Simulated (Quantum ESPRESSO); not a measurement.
**Several settings converged on TiRh3 (P4mm, 4 atoms in the cell)**

```yaml
crystal:
  lattice:
    - [3.80684, 0.00000, 0.00000]
    - [0.00000, 3.80684, 0.00000]
    - [0.00000, 0.00000, 3.80684]
  atoms:
    - { symbol: Ti, position: [0.00000, 0.00000, 0.01313] }
    - { symbol: Rh, position: [0.50000, 0.50000, 0.00000] }
    - { symbol: Rh, position: [0.00000, 0.50000, 0.50000] }
    - { symbol: Rh, position: [0.50000, 0.00000, 0.50000] }
```

Base method: LDA (PZ), GBRV 1.5 ultrasoft (LDA) pseudopotentials (plane waves; Quantum ESPRESSO).

Base settings: ecutwfc = 50 Ry; ecutrho = 400 Ry; occupations = smearing; smearing = fermi-dirac; degauss = 0.0073499 Ry; potentials = {Ti: ti_lda_v1.4.uspp.F.UPF, Rh: rh_lda_v1.4.uspp.F.UPF}; K_POINTS = automatic 3 3 3 0 0 0; conv_thr = 1e-09 Ry.

The count of work is k-points × plane waves × bands × iterations; it is no time. Core times come from one kind of shared machine, to one figure; runs under 30 s give none.

**The plane-wave cutoff**

Moved along: ecutrho.

The second cell is the first with its lattice scaled by 0.98.

The mesh stays at the base's, so the ladder's end is converged at best in this setting alone.

Only quantities that move along the ladder and can be compared are tabulated.

| ecutwfc | free energy less the last step's (meV/atom) | energy of the compressed cell less the first (meV/atom) | pressure (GPa) | largest difference of a force vector from the last step's (eV/Å) | count of work / last | core time / last (rough) |
|---|---|---|---|---|---|---|
| 17.5 Ry | 30971.79 | 659.92 | -1086.05 | 1.322 | 0.051 | – |
| 22 Ry | 9556.98 | -303.04 | -474.15 | 0.187 | 0.075 | – |
| 28 Ry | 1513.78 | 53.92 | -114.50 | 0.031 | 0.11 | 0.1 |
| 35 Ry | 120.85 | 10.36 | -18.94 | 0.001 | 0.17 | 0.1 |
| 45 Ry | 8.88 | 13.50 | -5.68 | 0.000 | 0.21 | 0.2 |
| 50 Ry | 8.52 | 13.49 | -5.71 | 0.000 | 0.24 | 0.2 |
| 60 Ry | 7.11 | 13.49 | -5.68 | 0.000 | 0.32 | 0.3 |
| 120 Ry | 0.00 | 13.51 | -5.75 | 0.000 | 1.0 | 1 |

Coarsest ecutwfc that holds the energy of the compressed cell less the first within 0.5 meV/atom of the last step, with all finer ones: 45 Ry, at 0.21 of the last step's count of work and about 0.2 of the last step's time; the step before is off by 3.1 meV/atom.

Coarsest ecutwfc that holds the pressure within 0.2 GPa of the last step, with all finer ones: 45 Ry, at 0.21 of the last step's count of work and about 0.2 of the last step's time; the step before is off by 13 GPa.

Coarsest ecutwfc that holds the free energy within 5 meV/atom: not settled: the last two steps still differ by 7.1 meV/atom, over half the tolerance, so the ladder does not show it.

Two neighbours can agree and both be off: 45 Ry and 50 Ry differ by 0.36 meV/atom in the free energy, yet lie about 8.5 meV/atom from the last step.

At the lowest cutoff the pressure lies 1080 GPa under the last step's, the usual sign of Pulay stress in an incomplete plane-wave basis.

**The cutoff for other potential files**

Level: DFT, LDA (PW92), plane waves, PseudoDojo standard norm-conserving (LDA) pseudopotentials.

In this ladder: ecutrho = default; pseudopotentials = {Ti: Ti.upf, Rh: Rh.upf}.

The mesh stays at the base's, so the ladder's end is converged at best in this setting alone.

Only quantities that move along the ladder and can be compared are tabulated.

| ecutwfc | free energy less the last step's (meV/atom) | pressure (GPa) | largest difference of a force vector from the last step's (eV/Å) | count of work / last | core time / last (rough) |
|---|---|---|---|---|---|
| 40 Ry | 5439.28 | -207.66 | 0.169 | 0.082 | – |
| 50 Ry | 1507.90 | -85.88 | 0.010 | 0.098 | – |
| 63 Ry | 206.21 | -23.09 | 0.021 | 0.22 | – |
| 76 Ry | 16.59 | -8.09 | 0.001 | 0.26 | 0.2 |
| 90 Ry | 0.91 | -5.96 | 0.000 | 0.31 | 0.3 |
| 135 Ry | 0.32 | -5.91 | 0.000 | 0.58 | 0.4 |
| 180 Ry | 0.00 | -5.91 | 0.000 | 1.0 | 1 |

Coarsest ecutwfc that holds the pressure within 0.5 GPa of the last step, with all finer ones: 90 Ry, at 0.31 of the last step's count of work and about 0.3 of the last step's time; the step before is off by 2.2 GPa.

Coarsest ecutwfc that holds the free energy within 5 meV/atom of the last step, with all finer ones: 90 Ry, at 0.31 of the last step's count of work and about 0.3 of the last step's time; the step before is off by 17 meV/atom.

Coarsest ecutwfc that holds the forces within 0.005 eV/Å of the last step, with all finer ones: 76 Ry, at 0.26 of the last step's count of work and about 0.2 of the last step's time; the step before is off by 0.021 eV/Å.

At the lowest cutoff the pressure lies 202 GPa under the last step's, the usual sign of Pulay stress in an incomplete plane-wave basis.

**The relaxed cell against the cutoff**

On TiRh₃ (Pm-3m, 4 atoms in the cell): atoms on their sites.

In this ladder: calculation = vc-relax; tprnfor = default; tstress = default. Moved along: ecutrho.

The mesh stays at the base's, so the ladder's end is converged at best in this setting alone.

Only quantities that move along the ladder and can be compared are tabulated.

| ecutwfc | relaxed volume (Å³/atom) | relaxation steps | core time / last (rough) |
|---|---|---|---|
| 25 Ry | 10.866 | 4 | 0.1 |
| 30 Ry | 12.237 | 3 | 0.2 |
| 35 Ry | 13.097 | 3 | 0.2 |
| 50 Ry | 13.490 | 3 | 0.3 |
| 75 Ry | 13.491 | 3 | 0.6 |
| 100 Ry | 13.486 | 3 | 1 |

Coarsest ecutwfc that holds the relaxed volume within 0.067 Å³/atom of the last step, with all finer ones: 50 Ry, at about 0.3 of the last step's time; the step before is off by 0.39 Å³/atom.

At the lowest cutoff the cell relaxes to a volume 19 % smaller than at the highest.

On the base run: the starting cell comes from a database of computed structures (which also holds hypothetical and non-ambient phases and stackings), without a prior relaxation at this level. Its lattice was rescaled by up to half a per cent. One atom was moved a little off its site on purpose. Spin polarisation is off. Without a gap this mesh is coarse (it stands for a supercell whose shortest vector is 11 Å).
